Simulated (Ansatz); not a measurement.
# A computed series for Sb: response to strain

Start from Sb (space group R-3m, No. 166; a = 4.3263 Å, c = 11.3390 Å (hexagonal axes); layered; relaxed with 0.1 eV smearing). Axes: x lies along a and z along c of the hexagonal cell.

Strains are applied to the cell and any free atomic positions relax.

Calculations: r2SCAN+rVV10 (Ansatz, a first-principles code; PAW; 500 eV plane waves; without spin-orbit coupling).

Candidates:
(a) strain tensor (xx, yy, zz, yz, xz, xy) = (+1.76, +0.76, −2.81, +0.97, +0.17, +0.71) %
(b) uniaxial strain ε_yy = +4.19 %
(c) isotropic strain +1.12 %

Notes on the quantities. energy relative to the base: free energy F.

### Question
Order them by energy relative to the base, highest first.

### Answer
(b) uniaxial strain ε_yy = +4.19 % (+15 meV/atom), (a) strain tensor (xx, yy, zz, yz, xz, xy) = (+1.76, +0.76, −2.81, +0.97, +0.17, +0.71) % (+5.1 meV/atom), (c) isotropic strain +1.12 % (+4.5 meV/atom)

Whether these cells are dynamically stable was not tested.
